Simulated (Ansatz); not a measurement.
A self-consistent single point of NiAl (P4mm, 2 atoms in the cell) with Ansatz (an electronic-structure program).

Level of theory: LDA (PW92), default PAW files made with PBE (plane waves; Ansatz).

The change in words: lattice scaled by 0.98; kpoints.mp_grid.grid: 11 11 11 → 37 37 37. Reference geometry:
```xyz
2
Lattice="2.8813 0.0000 0.0000 0.0000 2.8813 0.0000 0.0000 0.0000 2.8813" Properties=species:S:1:pos:R:3 pbc="T T T"
Al     1.4407     1.4407     1.4907
Ni     0.0000     0.0000     0.0000
```

Reference input (self-consistent single point, DFT, LDA (PW92), plane waves, default PAW files made with PBE): basis.ecutwfc = 30.9 Ry; kpoints.mp_grid.grid = 11 11 11; hamiltonian.xc = lda; hamiltonian.pseudopotentials = {kind: paw} (the program's default PAW files); scf.occupations.method = fermi_dirac; scf.occupations.width = 0.0073 Ry. This run's input differs from it in these lines:

Ansatz 0.2 input:
```diff
@@ -3,5 +3,5 @@
   lattice:
-    - [2.881330, 0.000000, 0.000000]
-    - [0.000000, 2.881330, 0.000000]
-    - [0.000000, 0.000000, 2.881330]
+    - [2.823703, 0.000000, 0.000000]
+    - [0.000000, 2.823703, 0.000000]
+    - [0.000000, 0.000000, 2.823703]
   atoms:
@@ -12,3 +12,3 @@
 kpoints:
-  mp_grid: { grid: [11, 11, 11] }
+  mp_grid: { grid: [37, 37, 37] }
 hamiltonian:
```

The program printed (abridged):

```
SCF iter   1: F=—  HF=-6287.671816 eV  |F-HF|=—  |Δ(HF+E_count)|=         —  Δρ=1.65e-2  dr2=2.72e-2  ethr=1.77e-3  ⟨swp⟩=4.7  Hψ=245467  notcnv=0
all-band conjugate gradients solve this SCF's bands
preconditioner: auto → none
SCF iter   2: F=—  HF=-6287.667334 eV  |F-HF|=—  |Δ(HF+E_count)|=   4.48e-3  Δρ=4.34e-3  dr2=1.62e-3  ethr=1.29e-4  ⟨swp⟩=2.9  Hψ=112851  notcnv=0  defer=120
   [... lines left out ...]
SCF iter   4: F=—  HF=-6287.667100 eV  |F-HF|=—  |Δ(HF+E_count)|=   1.37e-5  Δρ=1.01e-4  dr2=1.78e-6  ethr=4.21e-7  ⟨swp⟩=1.2  Hψ=54769  notcnv=0  defer=124
iter 5 did not close the SCF: its close was put off for the readings that it lacked (scf_convergence_deferred on its scf_iter line)
SCF iter   5: F=-6287.667099 eV  HF=-6287.667099 eV  |F-HF|=1.11e-8  |Δ(HF+E_count)|=   3.18e-7  Δρ=9.49e-6  dr2=1.26e-8  ethr=8.47e-9  ⟨swp⟩=2.1  Hψ=70274  notcnv=0  defer=124
SCF iter   6: F=-6287.667099 eV  HF=-6287.667099 eV  |F-HF|=3.66e-10  |Δ(HF+E_count)|=   1.52e-9  Δρ=1.31e-6  dr2=4.87e-10  ethr=5.98e-11  ⟨swp⟩=2.2  Hψ=175334  notcnv=0
SCF 1 converged in 6 iterations: F = -6287.667099 eV  dr2 = 4.87e-10
Free energy (F): -6287.667099 eV
Internal energy: -6287.641563 eV  (E = F + TS)
E sigma→0 (E₀):  -6287.654331 eV
Entropy (-TS):   -0.025536 eV (-12.768 meV/atom)
Fermi energy:    14.712137 eV
--- Forces (eV/Å), atoms counted from 1 ---
  atom   1  Al     0.00000000     0.00000000    -0.32688100
  atom   2  Ni    -0.00000000     0.00000000     0.32688233
--- Stress (GPa, compression-positive) ---
        2.069255       0.000000       0.000000
        0.000000       2.069255       0.000000
        0.000000       0.000000       1.918779
  P = ⅓ Tr σ = 2.0191 GPa (20.191 kbar)
  The stress holds the Pulay correction. Without it, at fixed plane waves, as pw.x and ABINIT print it: P = 1.9224 GPa
```

The run converged in 6 iterations. Against the reference run the free energy falls by 15.6 meV/atom, the pressure goes from -8.19 to 2.02 GPa and the largest force goes from 0.260 to 0.327 eV/Å. The full log also holds: “iter 5 did not close the SCF: its close was put off for the readings that it lacked (scf_convergence_deferred on its scf_iter line)”.

The starting cell has typed, rounded lattice constants, without a prior relaxation at this level. Its lattice was rescaled by up to half a per cent. One atom was moved a little off its site on purpose. For this run, on top of that: lattice scaled by 0.98. Spin polarisation is off. Ansatz's pressure includes its estimate of the finite-basis (Pulay) stress.

Cost on one core of a shared machine: roughly 70 s.
